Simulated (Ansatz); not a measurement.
Start from GaSb in the zinc blende structure (space group F-43m, No. 216; a = 6.111 Å).

Method: PBEsol/PAW in Ansatz (a quantum-chemistry and plane-wave program), spin-orbit coupling left out.

For the base:

* **Volume per atom**: 28.53 Å³
* **Band gap**: zero

One thing is altered: As takes the place of Ga on all its sites; the structure is relaxed again.

Task: How does this affect the volume per atom and band gap?

Result: The volume per atom rises by 4.70 Å³, from 28.53 Å³ to 33.23 Å³; the band gap stays zero.

With Sb present, leaving out spin-orbit coupling can change the band edges. Stability against distortions was not tested. As relaxed here, SbAs is a hypothetical phase, not in the database extracts checked. The final runs are not spin-polarised. The zero or small gap of GaSb can change with the level of theory.
